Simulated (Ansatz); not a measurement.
Double-hcp La was calculated with PBE+SOC (PAW; Ansatz, an electronic-structure program).

Numerical settings: plane-wave cutoff 520 eV, 18×18×6 k mesh (along the axes of the cell as run), Fermi–Dirac smearing 0.05 eV, PAW data made under PBE.

The volume scan:

| V (Å³/atom) | E − E_lowest (meV/atom) | P (GPa) |
|---|---|---|
| 35.668 | 4.89 | 1.078 |
| 36.411 | 1.20 | 0.521 |
| 37.155 | 0.00 | 0.001 |
| 37.898 | 1.13 | -0.485 |
| 38.641 | 4.45 | -0.939 |

Q: What bulk modulus B0 and pressure derivative B′ does a third-order Birch–Murnaghan fit give?

A: V0 = 37.156 Å³/atom, B0 = 25.1 GPa, B′ = 2.4 (fit to the energies at full precision).

Shape and atoms are relaxed at each volume.

Measured, for comparison: bulk modulus 27.9 GPa (room temperature, not corrected to a static lattice; as tabulated in Wikipedia's data pages). Computed less measured: bulk modulus -10 %.

The computed numbers hold no vibrational or temperature effects.
